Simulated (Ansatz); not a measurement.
The parent structure is Ag in the hcp (Mg type) structure (space group P6_3/mmc, No. 194; a = 2.860 Å, c = 4.712 Å; relaxed with 0.1 eV smearing). Axes: x lies along a and z along c of the hexagonal cell.

Method: DFT with PBEsol, PAW potentials and a 420 eV plane-wave cutoff in Ansatz (a quantum-chemistry and plane-wave program), no SOC, earlier PAW set.

Base values:

The shortest interatomic distance comes out as 2.860 Å and the pressure comes out as 0.0 GPa.

The change: biaxial strain −4.38 %, plane normal [001], relaxed out of plane (Cartesian); in-plane vectors clamped, the third vector and the atoms free.

Problem. Predict the new shortest interatomic distance, out-of-plane strain and pressure.

Solution. The shortest interatomic distance shrinks by 0.125 Å (2.860 Å → 2.735 Å); the out-of-plane strain amounts to +3.58 %; the pressure (mean of the normal stresses, compression positive) goes from zero to 8.8 GPa.

Whether these cells are dynamically stable was not tested. This is not the structure that Ag has at room temperature and ambient pressure.
